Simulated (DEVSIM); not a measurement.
Structure: GaP p-n junction from an implanted or diffused profile, at 300 K.

```tsv
layer (left to right)	material	thickness (μm)	Nd (cm⁻³)	τn (s)	τp (s)
1	GaP	190	2.1e15	1.2e-6	1.2e-6
```

Added acceptor profile: 1.1e17 cm⁻³ × exp(−(x − 0.026 μm)²/(2·(0.2 μm)²)). Left contact: ohmic. Right contact: ohmic. Voltage is applied to the left contact. Recombination: SRH at mid-gap, Auger. Mobility is μmin + (μ − μmin)/(1 + (N/Nref)^α).

Constants are typed, rounded textbook-type inputs, not results; the design itself was drawn at random and stands for no fabricated device. Values at 300 K.

```tsv
parameter	GaP
gap (eV)	2.26
affinity (eV)	3.8
permittivity	11.1
Nc (cm⁻³)	1.8e19
Nv (cm⁻³)	1.9e19
μn (cm²/Vs)	250
μp (cm²/Vs)	150
μn,min	10
μp,min	10
Nref,n	4.4e18
Nref,p	1e18
αn	0.8
αp	0.85
Cn (cm⁶/s)	1e-30
Cp (cm⁶/s)	1e-30
```

Model (solved in DEVSIM): 1D drift-diffusion, Boltzmann statistics, complete ionisation; no tunnelling, impact ionisation, image-force lowering or self-heating.

Base results: potential step across the device at zero bias (V) 1.892; dark forward voltage at 1 A/cm² (V) 1.975.

Q: What follows from this one change: doping Nd of layer 1 2.1e+15 → 6.3e+14 cm^-3?

A: potential step across the device at zero bias 1.892 → 1.861 V; dark forward voltage at 1 A/cm² 1.975 → 2.273 V.

Q: What follows from this one change: thickness of layer 1 190 → 320 μm?

A: potential step across the device at zero bias little changed (1.892 V); dark forward voltage at 1 A/cm² 1.975 → 2.130 V.
